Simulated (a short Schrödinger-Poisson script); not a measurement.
Stack: gated Al0.33Ga0.67As/GaAs δ-doped gas, at 300 K.

```tsv
layer	material	thickness (nm)	Na (cm⁻³)
1	Al0.33Ga0.67As	10	-
2	Al0.33Ga0.67As	2	-
3	GaAs	6000	5e15
```

Constants are typed, rounded textbook-type inputs, not results; the design itself was drawn at random and stands for no fabricated device. Al0.33Ga0.67As: permittivity 11.96, conduction-band edge (eV) 0.261, gap (eV) 1.836, electron mass (mₑ) 0.0944, Nv at 300 K (cm⁻³) 9e18. GaAs: permittivity 12.9, conduction-band edge (eV) 0, gap (eV) 1.424, Nv at 300 K (cm⁻³) 9e18.

Channel valleys (confinement mass, in-plane density-of-states mass, number): Γ 0.067, 0.067, 1. At the gate the conduction-band edge of layer 1 lies 1.01 eV − eVg above the Fermi level of the channel; the field vanishes at the back. Sheet of ionised δ-doping: +5.6e12 e/cm² at 10 nm from the gate. The barrier under the gate holds no holes. Gaps are held at their typed values at every temperature. Mesh 0.08 nm at interfaces.

Solved with a short Schrödinger-Poisson script written for these runs: 1D Poisson equation in equilibrium, electrons quantum, Hartree (BenDaniel-Duke, 40 states a valley, the channel's in-plane mass for all, wave functions free to enter the barrier), parabolic valleys, classical holes, full ionisation, no traps, pinning or gate leakage.

The same stack at other levels of the model or other numerical settings:

```
run                                                                  sheet density of all electrons at Vg = 0.5 V (cm⁻²)  sheet density of all electrons at Vg = 0 V (cm⁻²)  capacitance at Vg = 0.5 V (μF/cm²)  centroid of the channel electrons at Vg = 0.5 V (nm)  rough cost against the base
-------------------------------------------------------------------  ---------------------------------------------------  -------------------------------------------------  ----------------------------------  ----------------------------------------------------  ---------------------------
base                                                                                                             2.07e12                                            1.82e11                               0.699                                                  5.19                      about 1
electrons treated as classical, Boltzmann                                                                        2.45e12                                            2.29e11                               0.798                                                  2.53                         0.04
electrons treated as classical, Fermi-Dirac                                                                      2.10e12                                            2.15e11                               0.682                                                  4.53                          0.1
electrons treated as quantum, Hartree plus LDA exchange-correlation                                              2.13e12                                            1.98e11                               0.708                                                  4.94                            1
mesh six times as coarse                                                                                         2.07e12                                            1.82e11                               0.699                                                  5.15                          0.3
one subband a valley                                                                                             2.01e12                                            1.62e11                               0.675                                                  3.75                          0.4
```

The classical rows ignore confinement, and Boltzmann statistics overrate the density once the band edge passes the Fermi level.
